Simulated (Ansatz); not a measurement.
The parent structure is CdSe in the zinc blende structure (space group F-43m, No. 216; a = 6.133 Å). Axes: x, y, z lie along the cube axes.

All numbers come from Ansatz (a quantum-chemistry and plane-wave program), r2SCAN, PAW, cutoff 500 eV, no spin-orbit coupling.

One thing is altered: uniaxial strain ε_zz = −2.00 %, all other strain components held at zero; the atoms relax in the strained cell.

Problem. Predict the stress tensor and what it implies for the stiffness.

Solution. Stress of the strained cell less that of the base (GPa, compression positive):
```
   0.98    0.00    0.00
   0.00    0.98    0.00
   0.00    0.00    1.28
```

Then −Δσ_ii/ε with ε = -0.0200 gives secant stiffness values (nonlinear terms included at this strain): C33 ≈ 64 GPa, C13 ≈ 49 GPa and C23 ≈ 49 GPa.

Whether these cells are dynamically stable was not tested.
